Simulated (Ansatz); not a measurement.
Take PbTe in the zinc blende structure (space group F-43m, No. 216; a hypothetical phase, not in the database extracts checked) as the base.

```xyz
2
Lattice="0.0000 3.6677 3.6677 3.6677 0.0000 3.6677 3.6677 3.6677 0.0000" Properties=species:S:1:pos:R:3 pbc="T T T"
Te     5.5016     5.5016     5.5016
Pb     0.0000     0.0000     0.0000
```

Cartesian axes are those of the cell as printed.

The values are results of Ansatz (a quantum-chemistry and plane-wave program) PBE, without spin-orbit coupling, not measurements.

Perturbation: the cell is compressed by 1.35 % along x with no lateral relaxation; the atoms relax in the strained cell.

Predict the stress tensor and what it implies for the stiffness.

Stress of the strained cell less that of the base (GPa, compression positive):
```
   0.36    0.00    0.00
   0.00    0.33    0.00
   0.00    0.00    0.33
```

Then −Δσ_ii/ε with ε = -0.0135 gives secant stiffness values (nonlinear terms included at this strain): C11 ≈ 27 GPa, C12 ≈ 24 GPa and C13 ≈ 24 GPa.

Whether these cells are dynamically stable was not tested.
